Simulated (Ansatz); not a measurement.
We consider Hf₂CuN₃ (model structure, started from the LiSi2N3 type, Cmc2₁, No. 36, 12 atoms in the cell), described by PBEsol (PAW; Ansatz, a program for electronic structure).

Input:

Ansatz 0.2 input:
```yaml
crystal:
  lattice:
    - [5.1845758473, -2.8680600192, 0.0]
    - [5.1845758473, 2.8680600192, 0.0]
    - [0.0, 0.0, 5.4278456192]
  atoms:
    - { symbol: Cu, position: [0.3043663135, 0.6956336865, 0.4755997943] }
    - { symbol: Cu, position: [0.6956336865, 0.3043663135, 0.9755997943] }
    - { symbol: Hf, position: [0.6556725335, 1.0254772828, 0.4908893866] }
    - { symbol: Hf, position: [0.3443274665, -0.0254772828, 0.9908893866] }
    - { symbol: Hf, position: [-0.0254772828, 0.3443274665, 0.4908893866] }
    - { symbol: Hf, position: [1.0254772828, 0.6556725335, 0.9908893866] }
    - { symbol: N, position: [0.67251836, 0.9812732622, 0.1126757929] }
    - { symbol: N, position: [0.32748164, 0.0187267378, 0.6126757929] }
    - { symbol: N, position: [0.0187267378, 0.32748164, 0.1126757929] }
    - { symbol: N, position: [0.9812732622, 0.67251836, 0.6126757929] }
    - { symbol: N, position: [0.6508144245, 0.3491855755, 0.6070098467] }
    - { symbol: N, position: [0.3491855755, 0.6508144245, 0.1070098467] }
basis:
  ecutwfc: 520
  ecutrho_ratio: 4
  xc_grid: 2
kpoints:
  mp_grid: { grid: [8, 8, 6] }
  band_path:
    path:
      - [0.0, 0.0, 0.0]
      - [0.1, 0.1, 0.0]
      - [0.2, 0.2, 0.0]
      - [0.3, 0.3, 0.0]
      - [0.4, 0.4, 0.0]
      - [0.5, 0.5, 0.0]
      - [0.442168, 0.557832, 0.0]
      - [0.384337, 0.615663, 0.0]
      - [0.326505, 0.673495, 0.0]
      - [-0.326505, 0.326505, 0.0]
      - [-0.272088, 0.272088, 0.0]
      - [-0.21767, 0.21767, 0.0]
      - [-0.163253, 0.163253, 0.0]
      - [-0.108835, 0.108835, 0.0]
      - [-0.054418, 0.054418, 0.0]
      - [0.0, 0.0, 0.1]
      - [0.0, 0.0, 0.2]
      - [0.0, 0.0, 0.3]
      - [0.0, 0.0, 0.4]
      - [0.0, 0.0, 0.5]
      - [-0.054418, 0.054418, 0.5]
      - [-0.108835, 0.108835, 0.5]
      - [-0.163253, 0.163253, 0.5]
      - [-0.21767, 0.21767, 0.5]
      - [-0.272088, 0.272088, 0.5]
      - [-0.326505, 0.326505, 0.5]
      - [0.326505, 0.673495, 0.5]
      - [0.384337, 0.615663, 0.5]
      - [0.442168, 0.557832, 0.5]
      - [0.5, 0.5, 0.5]
      - [0.5, 0.5, 0.4]
      - [0.5, 0.5, 0.3]
      - [0.5, 0.5, 0.2]
      - [0.5, 0.5, 0.1]
      - [0.0, 0.1, 0.0]
      - [0.0, 0.2, 0.0]
      - [0.0, 0.3, 0.0]
      - [0.0, 0.4, 0.0]
      - [0.0, 0.5, 0.0]
      - [0.0, 0.5, 0.1]
      - [0.0, 0.5, 0.2]
      - [0.0, 0.5, 0.3]
      - [0.0, 0.5, 0.4]
      - [0.0, 0.5, 0.5]
      - [0.0, 0.4, 0.5]
      - [0.0, 0.3, 0.5]
      - [0.0, 0.2, 0.5]
      - [0.0, 0.1, 0.5]
      - [0.1, 0.1, 0.5]
      - [0.2, 0.2, 0.5]
      - [0.3, 0.3, 0.5]
      - [0.4, 0.4, 0.5]
    npoints: 1
hamiltonian:
  xc: pbesol
  dispersion: none
  pseudopotentials: { kind: paw }
scf:
  occupations: { method: fermi_dirac, width: 0.01 }
  convergence: { dr2_threshold: 0.0000000012 }
output:
  forces: true
  stress: true
  eigenvalues: true
  write_bands: true
```

The run printed, among other lines:

```
Crystal: 12 atoms, lattice volume = 161.421 Å³
Basis set: ecut = 520 eV, 4305 PW (Γ), exchange–correlation on 90×90×90 points (8 copies of the dense FFT grid, shifted against one another)
Bands: 104, of which v1, the nominal top of the filled ones, is band 86 counted from 1 (85 counted from 0)
Symmetry: 4 space group operations
Space group: Cmc21 (ITA 36), of the structure as read, at distance tolerance 5.4e-5 Å
k-points: 84 of 384 (time reversal used)
Functional: x = pbesol(κ = 0.804, μ = 0.12345679012345678), c = pbesol(β = 0.046)
SCF iter   1: F=—  HF=-77853.398452 eV  |F-HF|=—  |Δ(HF+E_count)|=         —  Δρ=1.16e-2  dr2=1.78e-1
SCF iter   2: F=—  HF=-77853.367322 eV  |F-HF|=—  |Δ(HF+E_count)|=   3.11e-2  Δρ=7.81e-3  dr2=8.31e-2
  ...
SCF iter  12: F=—  HF=-77853.354447 eV  |F-HF|=—  |Δ(HF+E_count)|=  1.31e-10  Δρ=1.47e-6  dr2=2.57e-9
SCF iter  13: F=-77853.354447 eV  HF=-77853.354447 eV  |F-HF|=8.88e-10  |Δ(HF+E_count)|=  3.06e-10  Δρ=8.65e-7  dr2=8.50e-10
SCF 1 converged in 13 iterations: F = -77853.354447 eV  dr2 = 8.50e-10
SCF converged after 13 iterations
Free energy (F): -77853.354447 eV
Internal energy: -77853.354447 eV  (E = F + TS)
E sigma→0 (E₀):  -77853.354447 eV
Fermi energy:    15.811768 eV
--- Forces (eV/Å), atoms counted from 1 ---
  atom   1  Cu     0.00000000    -0.00010420    -0.00023105
  atom   2  Cu     0.00000000     0.00010420    -0.00023105
  atom   3  Hf     0.00177290     0.00063387    -0.00008301
  atom   4  Hf    -0.00177290    -0.00063387    -0.00008301
  atom   5  Hf    -0.00177290     0.00063387    -0.00008301
  atom   6  Hf     0.00177290    -0.00063387    -0.00008301
  atom   7  N     -0.00143669    -0.00125668     0.00160058
  atom   8  N      0.00143669     0.00125668     0.00160058
  atom   9  N      0.00143669    -0.00125668     0.00160058
  atom  10  N     -0.00143669     0.00125668     0.00160058
  atom  11  N      0.00000000    -0.00209183    -0.00280326
  atom  12  N      0.00000000     0.00209183    -0.00280326
--- Stress (GPa, compression-positive) ---
       -0.010436       0.000000      -0.000000
        0.000000      -0.007446       0.000000
       -0.000000       0.000000      -0.013434
  P = ⅓ Tr σ = -0.0104 GPa (-0.104 kbar)
```

The PAW data were made under PBE.

Note: the relaxation could raise the start's symmetry but not lower it, so the cell can be a saddle point.

A model structure was made by putting elements into a prototype or built by hand; it is no filed structure, need not be a known phase, and can be a saddle point held by its symmetry.
